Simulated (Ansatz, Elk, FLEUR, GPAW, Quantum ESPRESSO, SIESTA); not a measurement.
Ni3Al (Pm-3m, 4 atoms in the cell) computed with different codes at matched settings

Self-consistent single point.

```yaml
crystal:
  lattice:
    - [3.57000, 0.00000, 0.00000]
    - [0.00000, 3.57000, 0.00000]
    - [0.00000, 0.00000, 3.57000]
  atoms:
    - { symbol: Al, position: [0.00000, 0.00000, 0.00000] }
    - { symbol: Ni, position: [0.00000, 0.50000, 0.50000], spin: 0.5 }
    - { symbol: Ni, position: [0.50000, 0.00000, 0.50000], spin: 0.5 }
    - { symbol: Ni, position: [0.50000, 0.50000, 0.00000], spin: 0.5 }
```
(The spins are starting values, not results.)

Shared settings, as Ansatz (a program for electronic structure) writes them: kpoints.mp_grid.grid = 7 7 7; scf.occupations.method = gaussian; scf.occupations.width = 0.136 eV. Potentials and cutoffs stand in the table.

```json
[
 {"code": "Quantum ESPRESSO", "model": "LDA (PZ), PSlibrary ultrasoft (LDA) pseudopotentials", "pressure (GPa)": "-14.84", "size of the net moment (μB/atom)": "0.08", "cutoff": "50 Ry"},
 {"code": "FLEUR", "model": "LDA (Perdew-Zunger), all-electron FLAPW (FLEUR), scalar-relativistic valence", "pressure (GPa)": "–", "size of the net moment (μB/atom)": "0.12", "cutoff": "Kmax 4.5 1/bohr"},
 {"code": "GPAW", "model": "LDA (Perdew-Wang 92), GPAW PAW datasets LDA (gpaw-data 1.0.1)", "pressure (GPa)": "-13.15", "size of the net moment (μB/atom)": "0.14", "cutoff": "800 eV"},
 {"code": "Ansatz", "model": "LDA (PW92), default PAW files made with PBE", "pressure (GPa)": "-14.31", "size of the net moment (μB/atom)": "0.14", "cutoff": "default"},
 {"code": "Elk", "model": "LDA (PW92), all-electron FP-LAPW, Elk's shipped species files, LAPW+lo basis", "pressure (GPa)": "–", "size of the net moment (μB/atom)": "0.12", "cutoff": "rgkmax 8"},
 {"code": "SIESTA", "model": "LDA PW92, numerical atomic orbitals TZP, PseudoDojo LDA standard norm-conserving potentials (rewritten from UPF to PSML)", "pressure (GPa)": "-16.52", "size of the net moment (μB/atom)": "0.15", "cutoff": "grid 400 Ry"}
]
```

A dash marks a value that a program does not give, or that is left out as unsure.

On Ansatz's run: the magnetic order is the one reached from the typed start; others were not searched systematically.

The spread over the programs that give each value: pressure within 3.37 GPa; size of the net moment within 0.07 μB/atom.

SIESTA uses small atom-centred bases, whose incompleteness enters pressures, forces and empty levels differently from a plane-wave cutoff. FLEUR and Elk treat all electrons, but the usual bases taken here (sphere radii, linearisation, local orbitals, empty states) were not tested for convergence, so the values are no reference for the others. Ansatz's pressure is given at a fixed set of plane waves, as the other plane-wave codes print theirs; with its correction for the finite basis it is -14.21 GPa. The same LDA comes in different parametrisations, which differ slightly. In the pressure, GPAW (by 1.16) and SIESTA (by 2.21) lie more than 1 GPa from the median of the plane-wave programs.

The starting cell has typed, rounded lattice constants, without a prior relaxation at this level.

Keys are those of Ansatz 0.2.
